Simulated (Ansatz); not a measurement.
**Ti: element substitutions**

Take Ti in the hcp (Mg type) structure (space group P6_3/mmc, No. 194) as the base.

```
CELL_PARAMETERS angstrom
      2.93591     0.00000     0.00000
     -1.46796     2.54258     0.00000
      0.00000     0.00000     4.63642
ATOMIC_POSITIONS crystal
  Ti 0.33333 0.66667 0.75000
  Ti 0.66667 0.33333 0.25000
```

Each row replaces one element on all its sites; cell and atoms are relaxed.

Calculations: DFT with r2SCAN, PAW potentials and a 500 eV plane-wave cutoff in Ansatz (a program for electronic structure), no spin-orbit coupling.

| change | shortest interatomic distance | density |
|---|---|---|
| base | 2.872 Å | 4.59 g/cm³ |
| Ti → Si | 2.642 Å | 3.41 g/cm³ |
| Ti → V | 2.598 Å | 6.20 g/cm³ |
| Ti → Ca | 3.936 Å | 1.53 g/cm³ |
| Ti → Sc | 3.230 Å | 3.00 g/cm³ |

Stability against distortions was not tested. For Si and V in this form, whether it has been made was not checked. Seeded moments were not kept for Ti → V. All final runs are without spin polarisation. This is not the structure that Si has at room temperature and ambient pressure. This is not the structure that V has at room temperature and ambient pressure. This is not the structure that Ca has at room temperature and ambient pressure.
